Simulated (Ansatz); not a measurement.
**AlN: energy against strain**

AlN (zinc blende, F-43m, 10.487 Å³/atom at rest) under an equal strain ε in the (001) plane with the normal axis free, as in a coherent film. PBEsol in Ansatz, a plane-wave DFT program (PAW, default set), 420 eV, 13×13×13 Γ-centred mesh, Fermi-Dirac smearing 0.05 eV; ions are relaxed within the symmetry of each cell.

Here s stands for strain and y for E less E0.

| strain (%) | E less E0 (meV/atom) |
|---|---|
| -3.00 | ? |
| -1.50 | 4.16 |
| -1.00 | 1.81 |
| -0.50 | 0.43 |
| 0.00 | 0.00 |
| 0.50 | 0.42 |
| 1.00 | 1.71 |
| 1.50 | 3.78 |

Fit y of the 7 rows that show it with a parabola. Least squares gives y = -0.010 - 0.0964·s + 1.7690·s². Residuals (row less fit): 0.045, -0.045, -0.050, 0.010, 0.036, 0.047, -0.046; standard error 0.056 (degrees of freedom: 4). Twice the quadratic coefficient over the volume, 2 × 1.7690 meV × 10⁴ × 0.1602 / 10.487 Å³, is twice the biaxial elastic modulus of this plane = 541 ± 7 GPa.

Problem. Predict the withheld y at s = -3.00 from the fit, and compare with the calculation.

Solution. y = -0.010 - 0.0964 × (-3.0) + 1.7690 × (-3.0)² = 16.200 meV/atom. The calculation gives 17.51 meV/atom, 1.310 meV/atom above the prediction (7.5 % of the range of y in the table). The row lies outside the fitted rows, so this is an extrapolation. From the scatter of the fitted rows alone, a prediction at this place has a standard error of 0.213 meV/atom, so the miss is 6.2 times that.

One order more, fitted to all 13 runs of the series, follows each within 0.02, so the miss is the next term of a smooth law. AlN is here a metastable form; wurtzite is the usual one. Rows are the converged runs of the series near zero and its far end; series whose fitted rows scatter by over a few per cent of the range, as at a crossing or softening among them, aren't shown in this form. Most that stay on the fit to the last digits aren't either.
